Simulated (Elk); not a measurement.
Elk run on AgBr (Fm-3m, 2 atoms in the cell): self-consistent single point

Method of the run: Elk with PBE, all-electron FP-LAPW, Elk's shipped species files, default APW+lo basis.

The input file:

```
tasks
  0

xctype
  20

rgkmax
  7.0

stype
  3

swidth
  0.00183747

scale
  7.710094168

avec
    0.0000000000    0.7071067812    0.7071067812
    0.7071067812    0.0000000000    0.7071067812
    0.7071067812    0.7071067812    0.0000000000

sppath
  './'

atoms
  2   : nspecies
  'Ag.in'   : spfname
  1   : natoms; atposl, bfcmt below
  0.0000000000  0.0000000000  0.0000000000    0.0 0.0 0.0
  'Br.in'   : spfname
  1   : natoms; atposl, bfcmt below
  0.5000000000  0.5000000000  0.5000000000    0.0 0.0 0.0

ngridk
  10 10 10
```

The program printed (abridged):

```
│ Elk code version 10.2.4 │

All units are atomic (Hartree, Bohr, etc.)

│ Ground-state run starting from atomic densities │

Lattice vectors :
   0.000000000       5.451859870       5.451859870
   5.451859870       0.000000000       5.451859870
   5.451859870       5.451859870       0.000000000

Unit cell volume      :    324.0888198
Brillouin zone volume :   0.7653772616

Muffin-tin inner radius fraction :   0.1000000000E-01

Nuclei treated as point charges

Species :    1 (Ag)
 parameters loaded from : Ag.in
 name : silver
 nuclear charge    :   -47.00000000
 electronic charge :    47.00000000
 atomic mass :    196631.6997
 muffin-tin radius :    2.600000000
 number of radial points in muffin-tin :    597
 atomic positions (lattice), magnetic fields (Cartesian) :
   1 :   0.00000000  0.00000000  0.00000000    0.00000000  0.00000000  0.00000000

Species :    2 (Br)
 parameters loaded from : Br.in
 name : bromine
 nuclear charge    :   -35.00000000
 electronic charge :    35.00000000
 atomic mass :    145656.0815
 muffin-tin radius :    2.400000000
 number of radial points in muffin-tin :    497
 atomic positions (lattice), magnetic fields (Cartesian) :
   1 :   0.50000000  0.50000000  0.50000000    0.00000000  0.00000000  0.00000000

Total number of atoms per unit cell :    2

Spin treatment :
 spin-unpolarised

Number of Bravais lattice symmetries :   48
Number of crystal symmetries         :   48
Crystal has inversion symmetry
Real symmetric eigensolver will be used

k-point grid :     10    10    10
k-point offset :    0.000000000       0.000000000       0.000000000
k-point set is reduced with full crystal symmetry group
Total number of k-points :       47

Muffin-tin radius times maximum |G+k| :    7.000000000
 using average radius
Maximum |G+k| for APW functions       :    2.800000000
Maximum (1/2)|G+k|²                   :    3.920000000
Maximum |G| for potential and density :    12.00000000
 potential will be trimmed for |G| > 2 gkmax
Constant for pseudocharge density :    8
Radial integration step length :    4

G-vector grid sizes :     30    30    30
Number of G-vectors :     9409

Maximum angular momentum used for
 APW functions                      :    8
 outer part of muffin-tin           :    6
 inner part of muffin-tin           :    1

Total nuclear charge    :   -82.00000000
Total core charge       :    46.00000000
Total valence charge    :    36.00000000
Total excess charge     :    0.000000000
Total electronic charge :    82.00000000

Effective Wigner radius, rₛ :   0.9808152187

Number of empty states         :    8
Total number of valence states :   26
Total number of core states    :   46

Total number of local-orbitals :   33

Exchange-correlation functional :     20     0     0
 Perdew-Burke-Ernzerhof, Phys. Rev. Lett. 77, 3865 (1996)
 gradient requirement :    1
 generalised gradient approximation (GGA)

Smearing type :    3
 Fermi-Dirac
Smearing width :   0.1837470000E-02
Effective electronic temperature (K) :    580.2271348

Mixing type :    3
 Broyden mixing, J. Phys. A: Math. Gen. 17, L317 (1984)

Kohn-Sham potential initialised from atomic data

│ Self-consistent loop started │
│ Loop number : 1 │
 total energy                :     -7929.48222463
│ Loop number : 2 │
 total energy                :     -7929.52526771
RMS change in Kohn-Sham potential (target) :   0.1409858823     (  0.1000000000E-05)
Absolute change in total energy (target)   :   0.4304308258E-01 (  0.1000000000E-03)
│ Loop number : 3 │
 total energy                :     -7929.41654886
RMS change in Kohn-Sham potential (target) :   0.1390254363     (  0.1000000000E-05)
Absolute change in total energy (target)   :   0.9795807585E-01 (  0.1000000000E-03)
│ Loop number : 4 │
 total energy                :     -7926.45703372
RMS change in Kohn-Sham potential (target) :   0.6567728154E-01 (  0.1000000000E-05)
Absolute change in total energy (target)   :    2.984004663     (  0.1000000000E-03)
│ Loop number : 5 │
 total energy                :     -7924.85605072
RMS change in Kohn-Sham potential (target) :   0.2154048965E-01 (  0.1000000000E-05)
Absolute change in total energy (target)   :    2.346984166     (  0.1000000000E-03)
│ Loop number : 6 │
 total energy                :     -7924.35303235
RMS change in Kohn-Sham potential (target) :   0.5349915383E-02 (  0.1000000000E-05)
Absolute change in total energy (target)   :    1.089764406     (  0.1000000000E-03)
│ Loop number : 7 │
 total energy                :     -7924.16961192
RMS change in Kohn-Sham potential (target) :   0.2779128979E-03 (  0.1000000000E-05)
Absolute change in total energy (target)   :   0.4558615324     (  0.1000000000E-03)
│ Loop number : 8 │
 total energy                :     -7924.14783095
RMS change in Kohn-Sham potential (target) :   0.1555567925E-03 (  0.1000000000E-05)
Absolute change in total energy (target)   :   0.1357463559     (  0.1000000000E-03)
│ Loop number : 9 │
 total energy                :     -7924.13932665
RMS change in Kohn-Sham potential (target) :   0.5825465957E-04 (  0.1000000000E-05)
Absolute change in total energy (target)   :   0.4244088505E-01 (  0.1000000000E-03)
│ Loop number : 10 │
 total energy                :     -7924.13583611
RMS change in Kohn-Sham potential (target) :   0.3398274881E-04 (  0.1000000000E-05)
Absolute change in total energy (target)   :   0.1410076399E-01 (  0.1000000000E-03)
│ Loop number : 11 │
 total energy                :     -7924.13511002
RMS change in Kohn-Sham potential (target) :   0.1038676969E-04 (  0.1000000000E-05)
Absolute change in total energy (target)   :   0.4251286283E-02 (  0.1000000000E-03)
│ Loop number : 12 │
 total energy                :     -7924.13490305
RMS change in Kohn-Sham potential (target) :   0.7989356771E-06 (  0.1000000000E-05)
Absolute change in total energy (target)   :   0.1269783060E-02 (  0.1000000000E-03)
│ Loop number : 13 │
 total energy                :     -7924.13491308
RMS change in Kohn-Sham potential (target) :   0.6319270449E-06 (  0.1000000000E-05)
Absolute change in total energy (target)   :   0.3074149154E-03 (  0.1000000000E-03)
│ Loop number : 14 │
 total energy                :     -7924.13492900
RMS change in Kohn-Sham potential (target) :   0.9645812720E-07 (  0.1000000000E-05)
Absolute change in total energy (target)   :   0.6094256059E-04 (  0.1000000000E-03)
Convergence targets achieved

│ Loop number : 15 │

Energies :
 Fermi                       :     0.127616062247
 sum of eigenvalues          :     -4701.25112599
 electron kinetic            :      8235.52942345
 core electron kinetic       :      7802.52643829
 Coulomb                     :     -15917.7066107
 Coulomb potential           :     -12621.5753107
 nuclear-nuclear             :     -736.270765410
 electron-nuclear            :     -17741.2963798
 Hartree                     :      2559.86053457
 Madelung                    :     -9606.91895533
 xc potential                :     -315.205238755
 exchange                    :     -237.770278758
 correlation                 :     -4.18745896027
 electron entropic           :    -0.748020394855E-06
 total energy                :     -7924.13492568

Density of states at Fermi energy :   0.2947470373E-01
 (states/Hartree/unit cell)

Estimated indirect band gap :   0.2192420903E-01
 from k-point      6 to k-point      1
Estimated direct band gap   :   0.9208560986E-01
 at k-point      1

Charges :
 core                        :    46.00000000
 valence                     :    36.00000000
 interstitial                :    2.763245506
 muffin-tins (core leakage)
  species :    1 (Ag)
   atom    1                 :    45.78075614     (  0.1310844766E-08)
  species :    2 (Br)
   atom    1                 :    33.45599835     (  0.2296704251E-04)
 total in muffin-tins        :    79.23675449
 total calculated charge     :    81.98860931
 total charge                :    82.00000000
 error                       :   0.1139068671E-01

│ Self-consistent loop stopped │
```

The run converged in 15 iterations. The count includes the last loop, which Elk runs after its targets are met.

The starting cell has typed, rounded lattice constants, without a prior relaxation at this level. Values depend on the basis (sphere radii, cutoffs, local orbitals), which need not be converged.
